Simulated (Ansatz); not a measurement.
**A computed series for Be: pressure series**

The reference is Be in the hcp (Mg type) structure (space group P6_3/mmc, No. 194; a = 2.2647 Å, c = 3.5612 Å).

Cell and atoms are relaxed at each pressure.

Calculations: PBE (Ansatz, an electronic-structure program), scalar-relativistic without spin-orbit coupling.

```json
[
 {"pressure (GPa)": "-2", "volume per atom (Å³/atom)": "8.042"},
 {"pressure (GPa)": "0", "volume per atom (Å³/atom)": "7.909"},
 {"pressure (GPa)": "0.9", "volume per atom (Å³/atom)": "7.852"},
 {"pressure (GPa)": "2.1", "volume per atom (Å³/atom)": "7.778"},
 {"pressure (GPa)": "4.5", "volume per atom (Å³/atom)": "7.640"},
 {"pressure (GPa)": "9", "volume per atom (Å³/atom)": "7.406"},
 {"pressure (GPa)": "15", "volume per atom (Å³/atom)": "?"},
 {"pressure (GPa)": "22.5", "volume per atom (Å³/atom)": "6.846"},
 {"pressure (GPa)": "30", "volume per atom (Å³/atom)": "6.599"}
]
```

### Question
Fit the third-order Birch–Murnaghan form P(V) = (3B₀/2)[(V₀/V)^(7/3) − (V₀/V)^(5/3)]·[1 + (3/4)(B₀′ − 4)((V₀/V)^(2/3) − 1)] (squares taken in P) to the rows shown and predict the withheld row.

### Answer
Least squares on the printed values gives V₀ = 7.909 Å³/atom, B₀ = 123 GPa, B₀′ = 3.4; this predicts 7.135 Å³/atom, and the run gives 7.136 Å³/atom, in agreement.

Load acts through the strain it causes; cell and atoms are relaxed under it. Stability against distortions was not tested. No other phases were tried under pressure.
